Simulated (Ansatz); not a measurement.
**TaRu (P4/mmm, No. 123, 2 atoms in the cell; start mp-1601)**

Computed with r²SCAN (Ansatz, an electronic-structure program, plane waves, PAW).

Run with plane-wave cutoff 560 eV, 18×18×16 k mesh (along the axes of the cell as run), Fermi–Dirac smearing 0.05 eV, no spin polarisation, scalar-relativistic PAW data made under PBE.

Cell (relaxed at this level):

```
CELL_PARAMETERS angstrom
      3.04635     0.00000     0.00000
      0.00000     3.04635     0.00000
      0.00000     0.00000     3.38724
ATOMIC_POSITIONS crystal
  Ta 0.50000 0.50000 0.50000
  Ru 0.00000 0.00000 0.00000
```

```json
{
 "bulk_modulus": "270 GPa"
}
```

Note: the run has no spin polarisation, so it can have missed a magnetic state; the bulk modulus is −V dP/dV from two relaxed cells at ±2 % in volume; the relaxation could not lower the start's symmetry, so the cell can be a saddle point above a distorted one.

Spin–orbit coupling is not included.

A start named mp-… is a Materials Project structure, which need not be a measured phase.
